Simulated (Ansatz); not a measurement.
GeS (Cmcm, No. 63, 4 atoms in the cell; start mp-12910; a measured phase of this formula has another space group), treated with LDA (Ansatz, a quantum-chemistry and plane-wave program, PAW).

Numerical settings: plane-wave cutoff 520 eV, 10×10×10 k mesh, Fermi–Dirac smearing 0.01 eV, scalar-relativistic PAW data made under PBE.

Cell (relaxed at this level):

```xyz
4
Lattice="1.8903 -5.2091 0.0000 1.8903 5.2091 0.0000 0.0000 0.0000 3.7624" Properties=species:S:1:pos:R:3 pbc="T T T"
Ge     1.8903    -3.8608     2.8218
Ge     1.8903     3.8608     0.9406
S      1.8903    -1.4950     2.8218
S      1.8903     1.4950     0.9406
```

Task: Predict the band gap, direct gap at Γ and bulk modulus.

Result: 
- band gap = 0.08 eV (on the SCF k mesh)
- direct gap at Γ = 4.02 eV
- bulk modulus = 47.8 GPa

Note: the relaxation could not lower the start's symmetry, so the cell can be a saddle point above a distorted one; the bulk modulus is −V dP/dV from two relaxed cells at ±2 % in volume.

Spin–orbit coupling is not included; it can close the smallest gap of 0.08 eV.

Static lattice: no zero-point or thermal effects.

A start named mp-… is a Materials Project structure, which need not be a measured phase.
